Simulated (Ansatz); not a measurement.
The parent structure is MgSnO3 in the cubic perovskite structure (space group Pm-3m, No. 221; a = 3.987 Å; a hypothetical phase, not in the database extracts checked). Axes: x, y, z lie along the cube axes.

It is then changed as follows: uniaxial stress, 3 GPa compression along x; all other stress components relax to zero.

Levels (all Ansatz, a quantum-chemistry and plane-wave program, PAW): PBEsol (420 eV, no SOC); PBEsol+SOC (420 eV, noncollinear with spin-orbit coupling).

The geometry is relaxed with PBEsol.

PBEsol smallest direct gap: 2.11 eV
PBEsol electron mass: 0.23 mₑ (at Γ)
PBEsol width of the top valence band: 1.19 eV
PBEsol lowest conduction level above the VBM at special points: Γ 0.99 eV; A 2.65 eV; X 4.33 eV; Z 4.43 eV

With PBEsol+SOC at the same geometry, the smallest direct gap hardly moves (2.11 eV against 2.10 eV); the electron mass remains 0.23 mₑ (at Γ); the width of the top valence band is nearly the same (1.19 eV against 1.18 eV); the lowest conduction level above the VBM at special points changes from Γ 0.99 eV; A 2.65 eV; X 4.33 eV; Z 4.43 eV to Γ 0.98 eV; A 2.64 eV; X 4.32 eV; Z 4.42 eV.

Single points use the geometry relaxed with PBEsol. The spin-orbit shifts are approximate. Load acts through the strain it causes; cell and atoms are relaxed under it. Effective masses come from finite differences of ±0.01 Å⁻¹. Beyond what the load breaks, stability against distortions was not tested. Many cubic perovskites are stable only at high temperature; tilts and polar distortions were not tested. Labels are those of the standard path for the cell's own space group.
